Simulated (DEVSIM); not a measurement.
Device: Co/Si3N4/p-Si capacitor, at 300 K.

| layer (left to right) | material | thickness (nm) | Na (cm⁻³) |
|---|---|---|---|
| 1 | Si3N4 | 4.90 | - |
| 2 | Si | 5200 | 1.2e16 |

Metal gate on the left, work function 5 eV. Fixed charge at the semiconductor interface 0 cm⁻² (in units of +e); no interface traps.

This is a model device: material constants are rounded textbook-type values typed into the input, and sizes, dopings and lifetimes were drawn at random. Values at 300 K; Nc and Nv go as T^1.5, mobilities as T to minus their exponent, the gap by Varshni's rule with the affinity fixed.

| parameter | Si3N4 | Si |
|---|---|---|
| gap (eV) | 5.1 | 1.124 |
| affinity (eV) | 2.1 | 4.05 |
| permittivity | 7.5 | 11.7 |
| Nc (cm⁻³) | - | 2.86e19 |
| Nv (cm⁻³) | - | 3.1e19 |
| Varshni α (eV/K) | - | 0.000473 |
| Varshni β (K) | - | 636 |

Model (solved in DEVSIM): 1D Poisson equation in equilibrium, Boltzmann statistics, complete ionisation; no quantum confinement or tunnelling. Metal contacts follow the ideal Schottky-Mott rule: no Fermi-level pinning, no interface dipoles.

The temperature was swept, all else fixed.

| temperature (K) | minimum of the low-frequency capacitance (μF/cm²) | threshold voltage (band bending 2φF) (V) | flat-band voltage (V) |
|---|---|---|---|
| 250 | 0.0378 | 0.83 | -0.02 |
| 300 | 0.0407 | 0.79 | 0.03 |
| 350 | 0.0456 | 0.75 | 0.08 |
| 400 | 0.0510 | 0.70 | 0.14 |
| 450 | 0.0624 | 0.66 | 0.20 |
| 500 | 0.0754 | 0.61 | 0.26 |

From the first row to the last the minimum of the low-frequency capacitance goes from 0.0378 to 0.0754. From the first row to the last the threshold voltage (band bending 2φF) goes from 0.83 to 0.61.
